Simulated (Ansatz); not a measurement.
This Ansatz (a quantum-chemistry and plane-wave program) input is the reference run, CdSe in the zinc blende structure (space group F-43m, No. 216), computed with Ansatz PBE, no spin-orbit coupling:

Ansatz 0.2 input:
```yaml
crystal:
  lattice:
    - [0, 3.0982070342, 3.0982070342]
    - [3.0982070342, 0, 3.0982070342]
    - [3.0982070342, 3.0982070342, 0]
  atoms:
    - { symbol: Cd, position: [0, 0, 0] }
    - { symbol: Se, position: [0.25, 0.25, 0.25] }
basis: { ecutwfc: 420, ecutrho_ratio: 4, xc_grid: 2, fft_grid_basis: typed }
kpoints: { mp_grid: { grid: [9, 9, 9] } }
hamiltonian:
  xc: pbe
  dispersion: none
  pseudopotentials: { kind: paw }
scf: { occupations: { method: fermi_dirac, width: 0.05 }, convergence: { dr2_threshold: 0.0000000002 } }
output: { forces: true, stress: true }
checkpoint: { write: state.ck, write_every: 1000 }
```

Q: Write the input for this change: the cell is scaled by 1.0200 in all directions; the atoms relax in the strained cell.

A: 
Ansatz 0.2 input:
```yaml
crystal:
  lattice:
    - [0, 3.1601711749, 3.1601711749]
    - [3.1601711749, 0, 3.1601711749]
    - [3.1601711749, 3.1601711749, 0]
  atoms:
    - { symbol: Cd, position: [0, 0, 0] }
    - { symbol: Se, position: [0.25, 0.25, 0.25] }
basis: { ecutwfc: 420, ecutrho_ratio: 4, xc_grid: 2, fft_grid_basis: typed }
kpoints: { mp_grid: { grid: [9, 9, 9] } }
hamiltonian:
  xc: pbe
  dispersion: none
  pseudopotentials: { kind: paw }
scf: { occupations: { method: fermi_dirac, width: 0.05 }, convergence: { dr2_threshold: 0.0000000002 } }
relax: { f_tol: 0.005, max_steps: 50 }
output: { forces: true, stress: true }
checkpoint: { write: state.ck, write_every: 1000 }
```
This is the input that was run.

Stability against distortions was not tested.
